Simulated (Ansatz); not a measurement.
Consider CdTe in the rock salt structure (space group Fm-3m, No. 225; relaxed with 0.1 eV smearing).

```
CdTe
1.0
    0.00000     3.00023     3.00023
    3.00023     0.00000     3.00023
    3.00023     3.00023     0.00000
Cd Te
1 1
Direct
  0.00000   0.00000   0.00000
  0.50000   0.50000   0.50000
```

The values are results of PBEsol (Ansatz, a quantum-chemistry and plane-wave program; PAW; 420 eV plane waves; scalar-relativistic without spin-orbit coupling), not measurements.

For the base:

| Quantity | Value |
|---|---|
| Pressure | 0.0 GPa |
| Band gap | zero |

One thing is altered: the cell is scaled by 0.9980 in all directions; the atoms relax in the strained cell.

How does this affect the pressure, energy relative to the base and band gap?

The pressure goes from zero to 0.3 GPa; the energy hardly moves; the band gap stays zero.

Stability against distortions was not tested. The final runs are not spin-polarised. This is not the structure that CdTe has at room temperature and ambient pressure.
